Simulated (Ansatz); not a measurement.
Consider HfO₂ (space group P4_2/nmc, No. 137).

```
CELL_PARAMETERS angstrom
      3.56753     0.00000     0.00000
      0.00000     3.56753     0.00000
      0.00000     0.00000     5.16669
ATOMIC_POSITIONS crystal
  Hf 0.00000 0.00000 0.00000
  Hf 0.50000 0.50000 0.50000
  O  0.00000 0.50000 0.20010
  O  0.00000 0.50000 0.70010
  O  0.50000 0.00000 0.29990
  O  0.50000 0.00000 0.79990
```

Method: PBEsol (Ansatz, a first-principles code; PAW; 420 eV plane waves; scalar-relativistic without spin-orbit coupling), earlier PAW set.

One change was made to it. Results:

| quantity | base | after |
|---|---|---|
| band gap | 4.57 eV | 4.30 eV |
| volume per atom | 10.96 Å³ | 9.79 Å³ |

Q: Name the change that was made.
A) pressure 75 GPa
B) pressure 3 GPa
C) pressure −2 GPa
D) pressure 15 GPa
E) pressure 30 GPa

A: E, pressure 30 GPa. For comparison, the band gap in the other runs: pressure 15 GPa gives 4.42 eV; pressure 3 GPa gives 4.53 eV; pressure 75 GPa gives 4.09 eV; pressure −2 GPa gives 4.58 eV.

Spin-orbit coupling, missing from the scalar runs, can matter with Hf. Load acts through the strain it causes; cell and atoms are relaxed under it. Whether these cells are dynamically stable was not tested. Competing high-pressure phases were not computed. This is not the structure that HfO2 has at room temperature and ambient pressure.
